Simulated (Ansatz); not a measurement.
The reference is Sb in the A7 type structure (space group R-3m, No. 166; a = 4.2685 Å, c = 10.7177 Å (hexagonal axes)).

All numbers come from Ansatz (a quantum-chemistry and plane-wave program), PBEsol-D3(BJ), PAW, cutoff 420 eV, no spin-orbit coupling.

One change was made to it. Results:

```json
[
 {"quantity": "shortest interatomic distance", "base": "2.910 Å", "after": "2.869 Å"},
 {"quantity": "density", "base": "7.17 g/cm³", "after": "8.56 g/cm³"},
 {"quantity": "band gap", "base": "zero", "after": "zero"}
]
```

**Question.** Which change produced these results?
A) pressure 4.5 GPa
B) pressure 0.9 GPa
C) pressure 15 GPa

**Answer.** C, pressure 15 GPa. For comparison, the shortest interatomic distance in the other runs: pressure 0.9 GPa gives 2.907 Å; pressure 4.5 GPa gives 2.961 Å.

Spin-orbit coupling, missing from the scalar runs, can matter with Sb. Load acts through the strain it causes; cell and atoms are relaxed under it. Whether these cells are dynamically stable was not tested. No other phases were tried under pressure. Along this pressure series the structure jumps between pressure 2.1 GPa and pressure 4.5 GPa; cells beyond that are another form of it.
